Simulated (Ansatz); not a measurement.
Start from Ti in the hcp (Mg type) structure (space group P6_3/mmc, No. 194; a = 2.9364 Å, c = 4.6402 Å; relaxed with 0.1 eV smearing). Axes: x lies along a and z along c of the hexagonal cell.

Computed with r2SCAN (Ansatz, a first-principles code; PAW; 500 eV plane waves; without spin-orbit coupling).

Strains are applied to the cell and any free atomic positions relax.

One change was made to it. Results:

```json
[
 {"quantity": "shortest interatomic distance", "base": "2.874 Å", "after": "2.878 Å"},
 {"quantity": "energy relative to the base (free energy F)", "base": "0 meV/atom", "after": "+3.7 meV/atom"}
]
```

Problem. Which of these changes matches the shifts?
A. uniaxial strain ε_xx = +2.00 %
B. uniaxial strain ε_xx = +1.00 %
C. uniaxial strain ε_xx = +3.00 %
D. uniaxial strain ε_xx = +2.50 %

Solution. A, uniaxial strain ε_xx = +2.00 %. For comparison, the energy relative to the base in the other runs: uniaxial strain ε_xx = +2.50 % gives +5.7 meV/atom; uniaxial strain ε_xx = +1.00 % gives +0.9 meV/atom; uniaxial strain ε_xx = +3.00 % gives +8.1 meV/atom.

Stability against distortions was not tested. All final runs are without spin polarisation.
